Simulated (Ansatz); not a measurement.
**CuAu$_{3}$ in the Cu3Au type structure (space group Pm-3m, No. 221)**

```cif
data_Au3Cu
_chemical_formula_sum 'Cu1 Au3'
_space_group_name_H-M_alt 'P 1'
_space_group_IT_number 1
_cell_length_a 3.97383
_cell_length_b 3.97383
_cell_length_c 3.97383
_cell_angle_alpha 90.000
_cell_angle_beta 90.000
_cell_angle_gamma 90.000
loop_
_space_group_symop_operation_xyz
  'x, y, z'
loop_
_atom_site_label
_atom_site_type_symbol
_atom_site_fract_x
_atom_site_fract_y
_atom_site_fract_z
_atom_site_occupancy
Cu1 Cu 0.00000 0.00000 0.00000 1
Au1 Au 0.50000 0.50000 0.00000 1
Au2 Au 0.00000 0.50000 0.50000 1
Au3 Au 0.50000 0.00000 0.50000 1
```

The values are results of Kohn–Sham DFT with the PBEsol functional, run in Ansatz (a quantum-chemistry and plane-wave program) with PAW and 420 eV plane waves, no spin-orbit coupling, not measurements. Γ-centred 12×12×12 mesh, Fermi–Dirac width 0.05 eV.

| Quantity | Value |
|---|---|
| Volume per atom | 15.69 Å³ |
| Density | 17.32 g/cm³ |
| Band gap | zero |
| Total energy | -11402.541 eV/atom (σ→0; compares only within this code and set-up) |

No phonon test of stability was made. The final runs are not spin-polarised.
